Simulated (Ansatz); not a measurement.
A computed series for VN: pressure series

Start from VN in the rock salt structure (space group Fm-3m, No. 225; a = 4.117 Å).

Cell and atoms are relaxed at each pressure.

Method: Ansatz (an electronic-structure program), PBE, PAW, cutoff 420 eV, spin-orbit coupling left out.

Notes on the quantities. enthalpy: H = E + PV relative to the base's energy.

```csv
change,lattice parameter a,enthalpy
base,4.117 Å,–
pressure −2 GPa,4.126 Å,-0.11 eV/atom
pressure −1 GPa,4.121 Å,-0.05 eV/atom
pressure 1.8 GPa,4.109 Å,+0.10 eV/atom
pressure 4.2 GPa,4.099 Å,+0.23 eV/atom
pressure 9 GPa,4.080 Å,+0.48 eV/atom
pressure 18 GPa,4.047 Å,+0.95 eV/atom
pressure 30 GPa,4.008 Å,+1.57 eV/atom
pressure 45 GPa,3.965 Å,+2.31 eV/atom
pressure 60 GPa,3.928 Å,+3.03 eV/atom
```

Load acts through the strain it causes; cell and atoms are relaxed under it. No phonon test of stability was made. Competing high-pressure phases were not computed. Starting moments died away, wholly or in part, for the base; another magnetic solution may exist. All final runs are without spin polarisation.
